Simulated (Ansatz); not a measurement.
# Convergence test for Ga₂O₃ (C2/m, 10 atoms in the cell)

```yaml
crystal:
  lattice:
    - [6.13041, -1.52135, 0.00000]
    - [6.13041, 1.52135, 0.00000]
    - [-1.38191, 0.00000, 5.64131]
  atoms:
    - { symbol: Ga, position: [0.34116, 0.34116, 0.68527] }
    - { symbol: Ga, position: [0.65884, 0.65884, 0.31473] }
    - { symbol: Ga, position: [0.90953, 0.90953, 0.20521] }
    - { symbol: Ga, position: [0.09047, 0.09047, 0.79479] }
    - { symbol: O, position: [0.50353, 0.50353, 0.74334] }
    - { symbol: O, position: [0.49647, 0.49647, 0.25666] }
    - { symbol: O, position: [0.82663, 0.82663, 0.43677] }
    - { symbol: O, position: [0.17337, 0.17337, 0.56323] }
    - { symbol: O, position: [0.16450, 0.16450, 0.10915] }
    - { symbol: O, position: [0.83550, 0.83550, 0.89085] }
```

Level of theory: PBE, PAW files (plane waves; Ansatz, a quantum-chemistry and plane-wave program).

The starting cell comes from a database of computed structures (which also holds hypothetical and non-ambient phases and stackings), without a prior relaxation at this level. Its lattice was rescaled by a random factor within 2.5 % of one. In the base run, with a pressure of about 8 GPa the cell is away from its equilibrium volume at this level. Ansatz's pressure includes its estimate of the finite-basis (Pulay) stress.

Held fixed: kpoints.mp_grid.grid = 7 7 4; hamiltonian.xc = pbe; hamiltonian.pseudopotentials = {kind: paw} (the program's default PAW files); scf.occupations.method = gaussian; scf.occupations.width = 0.01 eV.

ΔF is the free energy per atom less that of the last row (840 eV).

The first pressure column holds Ansatz's estimate of the finite-basis (Pulay) stress, which hides part of the cutoff error; the other is without it.

```json
[
 {"basis.ecutwfc": "170 eV", "ΔF (meV/atom)": "14132.5", "pressure (GPa)": "20.22", "largest force (eV/Å)": "1.221", "gap on the mesh (eV)": "0.278", "pressure at a fixed set of plane waves (GPa)": "-676.24", "plane waves": "519", "iterations": "10"},
 {"basis.ecutwfc": "210 eV", "ΔF (meV/atom)": "4337.0", "pressure (GPa)": "15.93", "largest force (eV/Å)": "1.078", "gap on the mesh (eV)": "1.817", "pressure at a fixed set of plane waves (GPa)": "-269.00", "plane waves": "729", "iterations": "9"},
 {"basis.ecutwfc": "250 eV", "ΔF (meV/atom)": "1211.5", "pressure (GPa)": "8.00", "largest force (eV/Å)": "0.366", "gap on the mesh (eV)": "2.228", "pressure at a fixed set of plane waves (GPa)": "-92.32", "plane waves": "945", "iterations": "9"},
 {"basis.ecutwfc": "295 eV", "ΔF (meV/atom)": "(withheld)", "pressure (GPa)": "7.92", "largest force (eV/Å)": "0.207", "gap on the mesh (eV)": "2.301", "pressure at a fixed set of plane waves (GPa)": "-19.83", "plane waves": "1213", "iterations": "10"},
 {"basis.ecutwfc": "335 eV", "ΔF (meV/atom)": "67.7", "pressure (GPa)": "7.77", "largest force (eV/Å)": "0.184", "gap on the mesh (eV)": "2.341", "pressure at a fixed set of plane waves (GPa)": "-0.33", "plane waves": "1485", "iterations": "10"},
 {"basis.ecutwfc": "380 eV", "ΔF (meV/atom)": "(withheld)", "pressure (GPa)": "7.75", "largest force (eV/Å)": "0.178", "gap on the mesh (eV)": "2.355", "pressure at a fixed set of plane waves (GPa)": "5.87", "plane waves": "1769", "iterations": "10"},
 {"basis.ecutwfc": "420 eV", "ΔF (meV/atom)": "3.6", "pressure (GPa)": "7.75", "largest force (eV/Å)": "0.178", "gap on the mesh (eV)": "2.357", "pressure at a fixed set of plane waves (GPa)": "7.30", "plane waves": "2045", "iterations": "10"},
 {"basis.ecutwfc": "485 eV", "ΔF (meV/atom)": "1.07", "pressure (GPa)": "7.75", "largest force (eV/Å)": "0.178", "gap on the mesh (eV)": "2.358", "pressure at a fixed set of plane waves (GPa)": "7.70", "plane waves": "2579", "iterations": "10"},
 {"basis.ecutwfc": "545 eV", "ΔF (meV/atom)": "0.69", "pressure (GPa)": "7.75", "largest force (eV/Å)": "0.177", "gap on the mesh (eV)": "2.358", "pressure at a fixed set of plane waves (GPa)": "7.72", "plane waves": "3031", "iterations": "10"},
 {"basis.ecutwfc": "630 eV", "ΔF (meV/atom)": "0.40", "pressure (GPa)": "7.74", "largest force (eV/Å)": "0.177", "gap on the mesh (eV)": "2.358", "pressure at a fixed set of plane waves (GPa)": "7.73", "plane waves": "3785", "iterations": "11"},
 {"basis.ecutwfc": "735 eV", "ΔF (meV/atom)": "0.25", "pressure (GPa)": "7.73", "largest force (eV/Å)": "0.177", "gap on the mesh (eV)": "2.358", "pressure at a fixed set of plane waves (GPa)": "7.72", "plane waves": "4757", "iterations": "11"},
 {"basis.ecutwfc": "840 eV", "ΔF (meV/atom)": "0.00", "pressure (GPa)": "7.73", "largest force (eV/Å)": "0.177", "gap on the mesh (eV)": "2.358", "pressure at a fixed set of plane waves (GPa)": "7.71", "plane waves": "5801", "iterations": "11"}
]
```

Problem. Complete the blanks.

Solution. 
- 295 eV, ΔF (meV/atom): 270.6
- 380 eV, ΔF (meV/atom): 13.7

Keys are those of Ansatz 0.2.
